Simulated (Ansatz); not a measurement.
Cubic perovskite CsCdCl3

These are r²SCAN+SOC in Ansatz (plane waves, PAW) values and carry that method's errors.

Numerical settings: plane-wave cutoff 560 eV, 8×8×8 k mesh, Fermi–Dirac smearing 0.01 eV, PAW data made under PBE.

Cell (relaxed at this level):

```xyz
5
Lattice="5.2574 0.0000 0.0000 0.0000 5.2574 0.0000 0.0000 0.0000 5.2574" Properties=species:S:1:pos:R:3 pbc="T T T"
Cs     0.0000     0.0000     0.0000
Cd     2.6287     2.6287     2.6287
Cl     2.6287     0.0000     2.6287
Cl     0.0000     2.6287     2.6287
Cl     2.6287     2.6287     0.0000
```

```json
{
  "bulk_modulus": "35.6 GPa",
  "band_gap": "2.48 eV (indirect)",
  "smallest_direct_gap_on_the_k_points_sampled": "2.93 eV",
  "pressure derivative B′ of the bulk modulus": "4.9"
}
```

The computed numbers hold no vibrational or temperature effects.

It cost about 50 core-minutes (a rough figure) of CPU time.

Ansatz is a first-principles code.
